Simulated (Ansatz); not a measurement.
**SeS (Fm-3m): band-structure transport figures**

Data:

```xyz
2
Lattice="0.0000 2.7131 2.7131 2.7131 0.0000 2.7131 2.7131 2.7131 0.0000" Properties=species:S:1:pos:R:3 pbc="T T T"
Se     2.7131     2.7131     2.7131
S      0.0000     0.0000     0.0000
```

Computed with PBE, rigid bands (plane waves, PAW, scalar-relativistic; Ansatz, a quantum-chemistry and plane-wave program). Condition of this run: functional PBE, cell relaxed with it. Cell: cell and atoms relaxed with PBE.

```json
{
 "density of states at the Fermi level": "1.02 states/(eV·cell), both spins",
 "bare Sommerfeld coefficient": "1.20 mJ/(mol of atoms·K²)",
 "drude_plasma_energy": "12.2 eV",
 "root-mean-square Fermi velocity": "1.5e6 m/s",
 "resistivity times τ": "3.3 ×10⁻²² Ω·m·s"
}
```

A metal at this level (no band gap); rigid bands, thermally averaged at 300 K, both spins. Spin-orbit coupling is left out. τ is one relaxation time for all states.

Computed structure with no diffraction record at hand here (it may be known, metastable or hypothetical): SeS (Fm-3m).
